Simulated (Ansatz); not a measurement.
## SiC under a change: uniaxial strain ε_xx = +1.05 %

Take SiC in the zinc blende structure (space group F-43m, No. 216; a = 4.357 Å) as the base. Axes: x, y, z lie along the cube axes.

The change: uniaxial strain ε_xx = +1.05 %, all other strain components held at zero, atoms relaxed at fixed cell.

Computed with plane-wave PAW DFT at the r2SCAN level (Ansatz, a first-principles code, 500 eV), no spin-orbit coupling, earlier PAW set. Γ-centred 13×13×13 mesh, Fermi–Dirac width 0.05 eV.

```csv
quantity,base,changed,shift
volume per atom,10.34 Å³,10.44 Å³,+0.109 Å³
space group,F-43m (No. 216),I-4m2 (No. 119),–
shortest interatomic distance,1.886 Å,1.893 Å,+0.007 Å
energy relative to the base (free energy F),0 meV/atom,+1.5 meV/atom,+1.5 meV/atom
"pressure (mean of the normal stresses, compression positive)",0.0 kbar,-23.4 kbar,-23.4 kbar
band gap,1.71 eV,1.66 eV,-0.05 eV
gap character,–,"indirect, Γ → X",–
smallest direct gap,5.05 eV,5.03 eV,-0.025 eV
electron mass,"0.64 mₑ along k, 0.23 mₑ across (at X)","0.64 mₑ along k, 0.23 mₑ across (at X)",–
"valence-band top at Γ (three highest levels, from the VBM)","0.00, 0.00, 0.00 eV","0.00, 0.00, -0.07 eV",–
"valley order (the lowest conduction-band minima on the path, energy above the VBM, named in the base's zone)",X along ⟨100⟩ 1.71 eV,X along [001] 1.66 eV; X along [100] 1.76 eV,–
"stress (xx, yy, zz, yz, xz, xy; compression positive)",–,"(-4.32, -1.35, -1.35, 0.00, 0.00, 0.00) GPa",–
```

Final structure:

```xyz
2
Lattice="0.0000 2.1783 2.1783 2.2012 0.0000 2.1783 2.2012 2.1783 0.0000" Properties=species:S:1:pos:R:3 pbc="T T T"
C      3.3018     3.2675     3.2675
Si     0.0000     0.0000     0.0000
```

Effective masses come from finite differences of ±0.01 Å⁻¹. Along k means along the line from Γ to the band edge. No phonon test of stability was made. Labels are those of the standard path for the cell's own space group.
